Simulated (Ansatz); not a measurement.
For LiF (P6₃mc, No. 186, 4 atoms in the cell; start mp-1185301; another space group than a measured phase of this formula), LDA (Ansatz, a quantum-chemistry and plane-wave program, plane waves, PAW) gives:

lattice constant a: 3.031 Å
lattice parameter c: 4.657 Å
cohesive energy: 4.89 eV/atom
band gap: 7.83 eV

What does r²SCAN+rVV10 in Ansatz (PAW) give for the same quantities?


- lattice constant a: 3.073 Å (goes up by 1.4 %)
- lattice parameter c: 4.756 Å (goes up by 2.1 %)
- cohesive energy: 4.41 eV/atom (drops by 0.48 eV/atom)
- band gap: 8.54 eV (rises by 0.71 eV)

Changes are worked out from the printed values.

Unless a cell is named, each level is at its own relaxed cell (LDA 9.26, r²SCAN+rVV10 9.72 Å³/atom).

Density-functional gaps are differences of (generalised) Kohn–Sham levels.

Caveats: the relaxation could not lower the start's symmetry, so the cell can be a saddle point above a distorted one (LDA, r²SCAN+rVV10). Ansatz's density-functional and Hartree–Fock values are scalar-relativistic unless marked +SOC, with PAW data made under PBE.

A start named mp-… is a Materials Project structure, which need not be a measured phase.
